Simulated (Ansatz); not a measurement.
Computed paths: interstitial Li in monoclinic ZrO2 with all lengths changed by -1 %, charge state +1

Defect migration in monoclinic ZrO2 with all lengths changed by -1 %: interstitial Li, charge state +1. These are PBE, PAW (plane waves to 420 eV; Ansatz, a quantum-chemistry and plane-wave program) values and carry that method's errors.

96-site cell at the strained lattice (strain from the relaxed PBE one, atoms relaxed), the Γ point alone, smearing 0.01 eV, spin-restricted, no finite-size correction. Static, classical nuclei. The charge state is imposed; whether it is stable for some Fermi level was not computed. Sites that were not tried may lie lower.

Barriers: single points on a 2×2×2 k-point mesh shifted by half a step at the bands' geometries.

```
Route                         Start site over the lowest site run (eV)  Hop (Å)  Forward barrier (eV)  Backward barrier (eV)                                  Neighbours at the start                      Neighbours at the saddle  Saddle order  Forward, on the band's own sampling (eV)
----------------------------  ----------------------------------------  -------  --------------------  ---------------------  -------------------------------------------------------  --------------------------------------------  ------------  ----------------------------------------
a direct jump of one Li atom                                      0.00     3.35                  1.20                   1.20  O at 1.81, O at 1.87, O at 2.07, O at 2.09, O at 2.17 Å  O at 1.68, O at 1.71, O at 1.77, O at 1.94 Å   not checked                                      1.20
```

Paths come from nudged elastic bands with a climbing image.   A further band (a direct jump of one Li atom, 1.09 Å) gave 0.041 eV forward on its own sampling, 0.041 eV above the lowest site run, but it is nearly flat, so it is not taken as a result.
